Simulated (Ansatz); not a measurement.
The parent structure is MgH$_{2}$ (space group Pbcn, No. 60; a = 4.474 Å, b = 5.395 Å, c = 4.895 Å; a cell from a computed database, its experimental status unchecked). Axes: x, y, z lie along a, b, c of the conventional cell.

Level of theory: PBEsol (Ansatz, an electronic-structure program; PAW; 420 eV plane waves; scalar-relativistic without spin-orbit coupling).

Base values:

| Property | Result |
|---|---|
| Band gap | 3.41 eV |
| Width of the top valence band | 2.49 eV |

Now apply this change: compressive biaxial strain of 0.84 % in the plane normal to [001], as in epitaxy on a mismatched substrate; the out-of-plane cell vector and the atoms relax.

Question: Estimate the effect on the band gap.

Answer: The band gap drops by 0.093 eV, from 3.41 eV to 3.31 eV.

Question: How does this affect the ratio −ε⊥/ε∥?

Answer: The ratio −ε⊥/ε∥ is 0.54.

Question: Predict the new width of the top valence band.

Answer: The width of the top valence band rises by 0.06 eV to 2.55 eV.

Stability against distortions was not tested.
